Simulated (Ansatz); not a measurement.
## rock-salt NbN (0 0 1) on rock-salt MgO (0 0 1) (film strained to the substrate, started from cuts of the bulks and a machine-learned relaxation; slabs Mg8O8 and N6Nb6, which can lie off the formulas)

A periodic stack without vacuum, rock-salt NbN (0 0 1) on rock-salt MgO (0 0 1) (film strained to the substrate, started from cuts of the bulks and a machine-learned relaxation; slabs Mg8O8 and N6Nb6, which can lie off the formulas): substrate slab Mg8O8, film N6Nb6, surface cells [[1, 0], [1, 1]] and [[1, 0], [1, 1]], film strained by -3.8 and -3.8 %, outermost planes MgO/MgO and NNb/NNb as cut, which need not be the usual terminations and can put a slab off its formula.

The start was prepared with a machine-learned potential, and the result is one local minimum, with the in-plane cell held and forces under 0.04 eV/Å; the film can end far from its bulk form.

Computed with PBE (plane waves to 420 eV, PAW; Ansatz, a first-principles code). No spin–orbit coupling; the runs are not spin-polarised; PBE gaps are too small against experiment. Its k-point mesh 10×10×1, Fermi–Dirac width 0.05 eV.

The interface area is 9.0 Å² and the period is 30.90 Å. The heights between the nearest atoms of the two slabs at the two interfaces comes out as 2.13 and 2.13 Å and the Mg–Nb contacts across the interfaces within 1.22 times the sum of covalent radii is 8, mean 3.22 Å. The Mg–N contacts across the interfaces within 1.22 times the sum of covalent radii is 2, mean 2.14 Å and the Nb–O contacts across the interfaces within 1.22 times the sum of covalent radii is 2, mean 2.41 Å. The hole barrier (PBE) is 3.66 eV and the electron barrier (PBE) is 0.80 eV.

```xyz
28
Lattice="3.0078 0.0000 -0.0120 0.0000 3.0076 0.0600 0.1240 -0.6200 30.8961" Properties=species:S:1:pos:R:3 pbc="T T T"
Mg     3.0049     0.2294     3.2867
Mg     1.4925     1.7759     1.1961
Mg     3.0219     0.1441     7.5431
Mg     1.5095     1.6905     5.4516
Mg     3.0390     0.0588    11.7981
Mg     1.5266     1.6053     9.7067
Mg     3.0560    -0.0264    16.0538
Mg     1.5436     1.5200    13.9630
O      1.5010     1.7332     3.3245
O      2.9963     0.2722     1.1527
O      1.5181     1.6479     7.5792
O      3.0134     0.1867     5.4154
O      1.5351     1.5626    11.8344
O      3.0305     0.1014     9.6706
O      1.5521     1.4772    16.0971
O      3.0475     0.0162    13.9253
N      1.5709     1.3833    20.7725
N      0.0568     2.9385    18.2610
N      1.5895     1.2906    25.3844
N      0.0751    -0.1611    22.7735
N      1.6078     1.1988    29.9570
N      0.0937    -0.2538    27.3854
Nb     0.0658    -0.1146    20.4564
Nb     1.5618     1.4290    18.5099
Nb     0.0843    -0.2071    25.0565
Nb     1.5803     1.3366    23.1013
Nb     0.1028    -0.2994    29.6479
Nb     1.5987     1.2442    27.7013
```
